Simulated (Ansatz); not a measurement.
System: Ta2H (C222, No. 21, 3 atoms in the cell; start mp-24082). Method: LDA in Ansatz (plane waves, PAW).

Settings: plane-wave cutoff 520 eV, 20×20×12 k mesh (along the axes of the cell as run), Fermi–Dirac smearing 0.05 eV, scalar-relativistic PAW data made under PBE.

Cell (relaxed at this level):

Space group C222 (No. 21); a = 3.3459 Å, b = 4.7024 Å, c = 4.7270 Å, α = β = γ = 90.00°

| atom | site | symmetry | x | y | z |
|---|---|---|---|---|---|
| Ta | 4k | ..2 | 0.2500 | 0.2500 | 0.2648 |
| H | 2a | 222 | 0.0000 | 0.0000 | 0.0000 |
(The calculation used a cell of 3 atoms; values per cell refer to that cell.)

### Question
Estimate the bulk modulus B0 that the calculation returns.

### Answer

* **bulk modulus B0**: 223 GPa

The run finds no gap.

Note: the bulk modulus is −V dP/dV from two relaxed cells at ±2 % in volume; the relaxation could not lower the start's symmetry, so the cell can be a saddle point above a distorted one.

Spin–orbit coupling is not included; it can open a gap where bands touch, and shift volumes and moduli.

A start named mp-… is a Materials Project structure, which need not be a measured phase.

Ansatz is an electronic-structure program.
